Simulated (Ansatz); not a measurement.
# Effect of isotropic strain −1.00 % on KBr

Consider KBr in the rock salt structure (space group Fm-3m, No. 225; a = 6.549 Å).

Now apply this change: the cell is scaled by 0.9900 in all directions, atoms relaxed at fixed cell.

Method: PBEsol (Ansatz, a first-principles code; PAW; 420 eV plane waves; no spin-orbit coupling). Settings: 9×9×9 k-points, 0.05 eV Fermi–Dirac smearing.

| quantity | base | changed | shift |
|---|---|---|---|
| space group | Fm-3m (No. 225) | Fm-3m (No. 225) | – |
| shortest interatomic distance | 3.275 Å | 3.242 Å | -0.033 Å |
| energy relative to the base (free energy F) | 0 meV/atom | +1.6 meV/atom | +1.6 meV/atom |
| pressure | 0.01 GPa | 0.51 GPa | +0.50 GPa |
| band gap | 4.34 eV | 4.42 eV | +0.08 eV |
| gap character | direct at Γ | direct at Γ | – |
| mean gap deformation potential ΔEg/Δln V | – | -2.6 eV | – |
| width of the top valence band | 0.57 eV | 0.61 eV | +0.035 eV |
| electron mass | 0.37 mₑ (at Γ) | 0.36 mₑ (at Γ) | – |
| valley order (the lowest conduction-band minima on the path, energy above the VBM, named in the base's zone) | Γ 4.34 eV; X along ⟨100⟩ 5.72 eV | Γ 4.42 eV; X along ⟨100⟩ 5.68 eV | – |

Final structure:

```yaml
crystal:
  lattice:
    - [0.00000, 3.24179, 3.24179]
    - [3.24179, 0.00000, 3.24179]
    - [3.24179, 3.24179, 0.00000]
  atoms:
    - { symbol: K, position: [0.00000, 0.00000, 0.00000] }
    - { symbol: Br, position: [0.50000, 0.50000, 0.50000] }
```

Masses are band curvatures over ±0.01 Å⁻¹ around the edge. Gaps are Kohn–Sham eigenvalue differences; semilocal functionals usually give less than the measured gap. Stability against distortions was not tested.
